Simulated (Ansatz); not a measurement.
# ZrRh3 (Pm-3m): band-structure transport figures

Input:

```yaml
crystal:
  lattice:
    - [3.90524, 0.00000, 0.00000]
    - [0.00000, 3.90524, 0.00000]
    - [0.00000, 0.00000, 3.90524]
  atoms:
    - { symbol: Zr, position: [0.00000, 0.00000, 0.00000] }
    - { symbol: Rh, position: [0.50000, 0.50000, 0.00000] }
    - { symbol: Rh, position: [0.00000, 0.50000, 0.50000] }
    - { symbol: Rh, position: [0.50000, 0.00000, 0.50000] }
```

Method: PBEsol with spin-orbit coupling, rigid bands (plane waves, PAW; Ansatz, a quantum-chemistry and plane-wave program). Condition of this run: spin-orbit coupling switched on. Geometry: cell and atoms relaxed with PBEsol.

* **density of states at the Fermi level**: 3.57 states/(eV·cell), both spins
* **bare Sommerfeld coefficient**: 2.1 mJ/(mol of atoms·K²)
* **Drude plasma energy**: 6.0 eV
* **root-mean-square Fermi velocity**: 4.8e5 m/s
* **resistivity times τ**: 13.5 ×10⁻²² Ω·m·s

A metal at this level (no band gap); rigid bands, thermally averaged at 300 K, both spins. τ is one relaxation time for all states.

Formula and space group known from diffraction (Crystallography Open Database), not checked to be the room-temperature form: ZrRh3 (Pm-3m).
